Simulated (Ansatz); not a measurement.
An Ansatz (a program for electronic structure) run: MgB2 with a change (uniaxial strain ε_zz = −0.50 %); PBE (Ansatz, PAW, no spin-orbit coupling).

Input:

Ansatz 0.2 input:
```yaml
crystal:
  lattice:
    - [3.0753009259, 0, 0]
    - [-1.537650463, 2.6632887261, 0]
    - [0, 0, 3.5071987274]
  atoms:
    - { symbol: Mg, position: [0, 0, 0] }
    - { symbol: B, position: [0.6666666667, 0.3333333333, 0.5] }
    - { symbol: B, position: [0.3333333333, 0.6666666667, 0.5] }
basis: { ecutwfc: 420, ecutrho_ratio: 4, xc_grid: 2, fft_grid_basis: typed }
kpoints: { mp_grid: { grid: [22, 22, 16] } }
hamiltonian:
  xc: pbe
  dispersion: none
  pseudopotentials: { kind: paw }
scf: { occupations: { method: fermi_dirac, width: 0.1 }, convergence: { dr2_threshold: 0.0000000003 } }
relax: { f_tol: 0.005, max_steps: 50 }
output: { forces: true, stress: true }
checkpoint: { write: state.ck, write_every: 1000 }
```

Output:

```
Relaxation: its limit of steps is 50 (relax.max_steps)
WARN ansatz: RAYON_NUM_THREADS=1 ignored (pool sized by the plan → 1); use --threads N
Pseudopotentials: kind: paw
Pseudopotential: Mg, paw, valence charge 10
Pseudopotential: B, paw, valence charge 3
Functional definition: PBE
Crystal: 3 atoms, lattice volume = 28.725 Å³
Basis set: ecut = 420 eV, 563 PW (Γ), exchange–correlation on 48×48×48 points (8 copies of the dense FFT grid, shifted against one another)
Bands: 12, of which v1, the nominal top of the filled ones, is band 8 counted from 1 (7 counted from 0)
Symmetry: 24 space group operations
Space group: P6/mmm (ITA 191), of the structure as read, at distance tolerance 3.1e-5 Å
k-points: 468 of 7744
Initial density: superposition of atomic densities (neutral atoms: chi_scale 0, normalization atom), corrected by the library's trained network
Initial wavefunctions: pseudopotential atomic-orbital guess
Eigensolver: davidson
Functional: x = pbe(κ = 0.804, μ = 0.2195149727645171), c = pbe(β = 0.06672455060314922)
SCF iter   1: F=—  HF=-2236.033048 eV  |F-HF|=—  |Δ(HF+E_count)|=         —  Δρ=1.07e-3  dr2=1.83e-4  ethr=1.77e-3  ⟨swp⟩=5.0  Hψ=29940  notcnv=0
all-band conjugate gradients solve this SCF's bands
preconditioner: auto → none
SCF iter   2: F=—  HF=-2236.033788 eV  |F-HF|=—  |Δ(HF+E_count)|=   7.39e-4  Δρ=6.59e-4  dr2=8.81e-5  ethr=1.15e-6  ⟨swp⟩=2.8  Hψ=13887  notcnv=0
SCF iter   3: F=—  HF=-2236.033845 eV  |F-HF|=—  |Δ(HF+E_count)|=   5.74e-5  Δρ=2.44e-4  dr2=9.37e-6  ethr=5.51e-7  ⟨swp⟩=2.0  Hψ=8872  notcnv=0
SCF iter   4: F=—  HF=-2236.033842 eV  |F-HF|=—  |Δ(HF+E_count)|=   3.28e-6  Δρ=9.21e-5  dr2=9.92e-7  ethr=5.86e-8  ⟨swp⟩=2.7  Hψ=9549  notcnv=0
SCF iter   5: F=—  HF=-2236.033842 eV  |F-HF|=—  |Δ(HF+E_count)|=   1.45e-9  Δρ=3.85e-5  dr2=1.51e-7  ethr=6.20e-9  ⟨swp⟩=2.1  Hψ=8940  notcnv=0
SCF iter   6: F=—  HF=-2236.033842 eV  |F-HF|=—  |Δ(HF+E_count)|=   1.12e-7  Δρ=1.07e-5  dr2=1.44e-8  ethr=9.45e-10  ⟨swp⟩=2.0  Hψ=9103  notcnv=0
SCF iter   7: F=—  HF=-2236.033842 eV  |F-HF|=—  |Δ(HF+E_count)|=   1.35e-8  Δρ=3.66e-6  dr2=1.49e-9  ethr=9.01e-11  ⟨swp⟩=2.1  Hψ=7728  notcnv=0
SCF iter   8: F=-2236.033842 eV  HF=-2236.033842 eV  |F-HF|=1.34e-10  |Δ(HF+E_count)|=   1.61e-9  Δρ=8.35e-7  dr2=5.97e-11  ethr=1.87e-12  ⟨swp⟩=4.0  Hψ=18685  notcnv=0
SCF 1 converged in 8 iterations: F = -2236.033842 eV  dr2 = 5.97e-11
relax step   1: F+E_penalty+E_count = -2236.03384170 eV  Δ(F+E_penalty+E_count) = +0.000e0 eV  max|allowed force component| = 1.295e-16 eV/Å  Δτ_max = 0.0000 Å  (8 SCF iters, accepted)
the relaxation is at rest under the 24 symmetry operations that the run kept from its start: a minimum is not shown …
SCF converged after 8 iterations
Free energy (F): -2236.033842 eV
Harris-Foulkes:  -2236.033842 eV  (|F-HF|=1.34e-10)
Internal energy: -2236.011526 eV  (E = F + TS)
E sigma→0 (E₀):  -2236.022684 eV
Entropy (-TS):   -0.022316 eV (-7.439 meV/atom)
Fermi energy:    9.324580 eV
--- Per-component energies (eV) ---
  E_band       = -291.625716
  E_kinetic    = 174.188540
  E_local      = -1516.363226  (includes V_loc(G=0)·N_el)
  E_nonlocal   = 118.103874
  E_hartree    = 539.796796
  E_xc         = -94.293266
  E_vxc        = -115.103942  (∫ρ·V_xc dr)
  E_paw        = -448.954193  (= ΣΔE_a)
  E_vpaw       = -32.044787  (= ΣTr[D̂ρ^β])
  E_aug_tail   = -0.000012  (compensation charges beyond the density's cutoff)
  E_ewald      = -1008.490038
  E_smearing   = -0.022316  (= −TS)
  E_closure    = 0.000000  (closes the sum)
  Σ components = -2236.033842   (vs F -2236.033842, Δ=0.00e0)
  [band-id]    e_kinetic+e_local+e_nonlocal+2·e_hartree+e_vxc+e_vpaw+e_augmentation_tail = -291.625961   (vs E_band -291.625716, Δ=-2.45e-4)
--- Forces (eV/Å), atoms counted from 1 ---
  atom   1  Mg     0.00000000    -0.00000000     0.00000000
  atom   2  B     -0.00000000     0.00000000    -0.00000000
  atom   3  B      0.00000000    -0.00000000     0.00000000
  max |Σ_I F_I| component: 1.97e-31 eV/Å
--- Stress (GPa, compression-positive) ---
        0.182424       0.000000       0.000000
        0.000000       0.182424       0.000000
        0.000000       0.000000       1.338935
  P = ⅓ Tr σ = 0.5679 GPa (5.679 kbar)
  The stress holds the Pulay correction. Without it, at fixed plane waves, as pw.x and ABINIT print it: P = 0.3842 GPa
  The stress includes an estimate of the error left by incomplete SCF convergence (largest component 0.0002 GPa).
--- Band table ---
  band table: none
--- Relaxed structure (1 steps of the walk, 1 accepted, 0 SCFs on fresh bases) ---
  F+E_penalty+E_count = -2236.03384170 eV   max|allowed force component| = 1.295e-16 eV/Å
  atoms:
    - { symbol: Mg, position: [0.0, 0.0, 0.0] }
    - { symbol: B, position: [0.6666666666666667, 0.3333333333333334, 0.5000000000000001] }
    - { symbol: B, position: [0.33333333333333337, 0.6666666666666667, 0.5000000000000001] }
```

No phonon test of stability was made. The final runs are not spin-polarised. The cell was made from MgB2 (space group P6/mmm, No. 191) by this change: uniaxial strain ε_zz = −0.50 %.
